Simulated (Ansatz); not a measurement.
**GaS: response to strain**

Start from GaS in the beta-GaS type structure (space group P6_3/mmc, No. 194; a = 3.534 Å, c = 15.041 Å; layered, stacked along the Cartesian z axis).

Strains are applied to the cell and any free atomic positions relax.

Method: PBEsol-D3(BJ)/PAW in Ansatz (an electronic-structure program), spin-orbit coupling left out, earlier PAW set.

Notes on the quantities. energy relative to the base: free energy F.

```tsv
isotropic strain (%)	energy relative to the base (meV/atom)
-5.24	91.9
-5.1	86.5
-2.72	?
-0.65	1.2
0	0.0
```

Q: Fit ΔE = Aε² + Bε³ (ε in %) to the rows shown and predict the withheld row.

A: Least squares on the printed values gives A = 2.62 and B = -0.14 meV/atom (largest residual 0.1 meV/atom); this predicts 22.2 meV/atom, and the run gives 22.2 meV/atom, in agreement.

Whether these cells are dynamically stable was not tested.
